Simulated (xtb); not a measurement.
xtb 6.7.1, GFN1-xTB: Mo(NH)(NMe)(OH)(NH2) (C[N]=[Mo](=[NH])([NH2])[OH]), 13 atoms. The geometry is a generated start, not checked to be a minimum at this level.

```
Property                  Result
-----------------  -------------
run flags                 --grad
method                  GFN1-xTB
--acc                1 (default)
--etemp (K)        300 (default)
basis functions               44
valence electrons             38
```

```xyz
13

Mo    -0.6302     0.2836     0.4662
N     -2.0379    -0.7210     0.2814
H     -2.7803    -1.3481    -0.0053
N      0.5923     0.0116    -0.7457
C      1.3818    -0.3266    -1.8710
H      1.9748    -1.2271    -1.6694
H      0.7479    -0.5309    -2.7452
H      2.0750     0.4839    -2.1329
O     -1.0471     2.0431     0.6218
H     -1.4126     2.9297     0.5743
N      0.2104    -0.3726     2.0848
H      1.2103    -0.4487     2.2624
H     -0.2844    -0.7770     2.8788
```

Charge 0 and multiplicity 1 are set for this test and not shown to be the ground state.

One run each on 1 thread. Values of broydamp tried: 0.02, 0.05, 0.1, 0.2, 0.4 (default), 0.6, 0.8, 1.

How does the count of SCC iterations change with broydamp, and where is it least?

Fewest SCC iterations, within one of each other: 0.2 with 13, 0.4 (default) with 12, 0.6 with 12, 0.8 with 12, 1 with 13. The count rises to 19 at 0.02. All converge to one solution.

| broydamp | SCC iterations | end |
|---|---|---|
| 0.02 | 19 | same solution |
| 0.05 | 17 | same solution |
| 0.1 | 15 | same solution |
| 0.2 | 13 | same solution |
| 0.4 (default) | 12 | same solution |
| 0.6 | 12 | same solution |
| 0.8 | 12 | same solution |
| 1 | 13 | same solution |
